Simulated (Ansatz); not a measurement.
Defect migration in wurtzite CdSe: interstitial H, charge state +1. Method: PBE, PAW (plane waves to 420 eV; Ansatz, a quantum-chemistry and plane-wave program).

Cell of 72 host sites held at the relaxed PBE lattice; one k-point at (0.125, 0.250, 0.250); Fermi-Dirac width 0.01 eV, spin-restricted; finite-size errors left in. No zero-point or tunnelling terms. The charge state is imposed; whether it is stable for some Fermi level was not computed. Sites that were not tried may lie lower.

Barriers: single points on a 2×2×2 k-point mesh shifted by half a step along c at the bands' geometries.

The step: a concerted move, in which H travels most; the atom moves 1.85 Å along (0.24, 0.47, 0.06) of the unit cell; the moving atom starts with neighbours Se at 1.49 Å and ends with Se at 1.49 Å.

### Question
Estimate the migration barrier of this step that PBE, PAW returns for this input.

### Answer
0.19 eV forward and 0.081 eV backward. At the saddle the moving atom has neighbours Se at 1.49 Å. The saddle point's order was not checked.
